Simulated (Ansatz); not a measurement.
TiSi₂ (space group Cmcm, No. 63)

```xyz
6
Lattice="1.7730 -6.7825 0.0000 1.7730 6.7825 0.0000 0.0000 0.0000 3.5797" Properties=species:S:1:pos:R:3 pbc="T T T"
Si     1.7730    -5.9800     2.6848
Si     1.7730     5.9800     0.8949
Si     1.7730     3.3875     2.6848
Si     1.7730    -3.3875     0.8949
Ti     1.7730    -1.3999     2.6848
Ti     1.7730     1.3999     0.8949
```

Level of theory: Kohn–Sham DFT with the PBE functional, run in Ansatz (an electronic-structure program) with PAW and 420 eV plane waves, no SOC, earlier PAW set. Settings: 14×14×13 k-points, 0.05 eV Fermi–Dirac smearing.

The volume per atom is 14.35 Å³ and the density is 4.01 g/cm³. The band gap is zero and the total energy is -1257.662 eV/atom (σ→0; compares only within this code and set-up).

No phonon test of stability was made. The final runs are not spin-polarised.
